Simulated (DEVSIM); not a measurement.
System: Schottky contact on n-type GaP, at 300 K.

Layer 1 from the left is GaP, thickness (μm) 8.50, Nd (cm⁻³) 1.2e16, τn (s) 4e-7, τp (s) 4e-7. Layer 2 from the left is GaP, thickness (μm) 24.0, Nd (cm⁻³) 1.9e18, τn (s) 4e-7, τp (s) 4e-7.

Left contact: Schottky, work function 5.07 eV, emission velocity 2e6 cm/s. Right contact: ohmic. Voltage is applied to the left contact. Recombination: SRH at mid-gap, radiative. Mobility is μmin + (μ − μmin)/(1 + (N/Nref)^α).

The device is made up for the run: typed textbook-type constants, with dimensions and the other settings drawn at random. Values at 300 K.

GaP: gap (eV) 2.26, affinity (eV) 3.8, permittivity 11.1, Nc (cm⁻³) 1.8e19, Nv (cm⁻³) 1.9e19, μn (cm²/Vs) 250, μp (cm²/Vs) 150, μn,min 10, μp,min 10, Nref,n 4.4e18, Nref,p 1e18, αn 0.8, αp 0.85, B (cm³/s) 1e-13.

DEVSIM, 1D drift-diffusion, Boltzmann statistics, complete ionisation; no tunnelling, impact ionisation, image-force lowering or self-heating. Metal contacts follow the ideal Schottky-Mott rule: no Fermi-level pinning, no interface dipoles.

Dark forward current:

```tsv
|V| (V)	|J| (A/cm²)
0.10	1.102e-13
0.15	7.736e-13
0.20	5.346e-12
0.25	3.685e-11
0.30	2.539e-10
0.35	1.748e-9
0.40	1.203e-8
0.45	8.271e-8
0.50	5.684e-7
0.55	3.902e-6
0.60	2.675e-5
0.65	0.0001831
0.70	0.001251
0.75	0.008510
0.80	0.05747
0.85	0.3780
0.90	2.212
0.95	9.044
1.00	22.82
1.05	41.40
1.10	62.67
1.15	85.49
1.20	109.3
1.25	133.7
1.30	158.7
1.35	183.9
```

Question: Work out the local ideality factor n = ΔV / (kT/q · ln(J2/J1)) between the rows 0.15 and 0.20 V, 1.30 and 1.35 V.

Answer: kT/q = 25.85 mV. From 0.15 to 0.20 V: ln(5.346e-12/7.736e-13) = 1.933, n = 1.00, near the 1 of diffusion or emission over a barrier. From 1.30 to 1.35 V: ln(183.9/158.7) = 0.147, n = 13.12; the layers' resistance at their doping, Σ W/(qμN) = 0.0018 Ω cm², would take 46 mV of this step of 50 mV.

Question: Estimate the current at 0.50 V for emission alone, J0 = q v N_band exp(−φB/kT), and read the barrier back from the simulated current.

Answer: φB = 1.270 eV, N_band = 1.80e19 cm⁻³, J0 = 2.66e-15 A/cm²; J = J0 (exp(qV/kT) − 1) = 6.68e-7 A/cm². The simulation gives 5.68e-7 A/cm²; the estimate lies 17 % above. Read backwards, the simulated current gives an apparent barrier of 1.274 eV. The estimate leaves out transport through the depletion region and minority injection.
